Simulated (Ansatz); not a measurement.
For zinc-blende RbCl (model structure), PBEsol (Ansatz, an electronic-structure program, PAW) gives:

| Property | Result |
|---|---|
| equilibrium lattice constant a | 7.285 Å |
| enthalpy of formation | -1.879 eV/atom |

Task: What does HSE06 (PAW; Ansatz) give for the same quantities?

Result: 
- lattice constant a: 7.392 Å (rises by 1.5 %)
- formation enthalpy: -1.975 eV/atom (moves by -0.096 eV/atom)

Changes are worked out from the printed values.

Unless a cell is named, each level is at its own relaxed cell (PBEsol 48.32, HSE06 50.48 Å³/atom).

Caveats: exact exchange on metals is sensitive to the k mesh and can open a false gap (HSE06). Ansatz's density-functional and Hartree–Fock values are scalar-relativistic unless marked +SOC, with PAW data made under PBE.

A model structure was made by putting elements into a prototype or built by hand; it is no filed structure, need not be a known phase, and can be a saddle point held by its symmetry.
